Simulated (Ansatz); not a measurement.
## CsCl-type CuZn

Level of theory: RPBE in Ansatz (plane waves, PAW).

Run with plane-wave cutoff 520 eV, 16×16×16 k mesh, Fermi–Dirac smearing 0.1 eV, perturbation theory, no spin polarisation, scalar-relativistic PAW data made under PBE.

Cell (relaxed at this level):

Space group Pm-3m (No. 221); a = b = c = 3.001 Å, α = β = γ = 90.00°

| atom | site | symmetry | x | y | z |
|---|---|---|---|---|---|
| Zn | 1b | m-3m | 0.5000 | 0.5000 | 0.5000 |
| Cu | 1a | m-3m | 0.0000 | 0.0000 | 0.0000 |

| Item | Value |
|---|---|
| zone-centre TO phonon frequency | 183 cm⁻¹ |

Ansatz is an electronic-structure program.
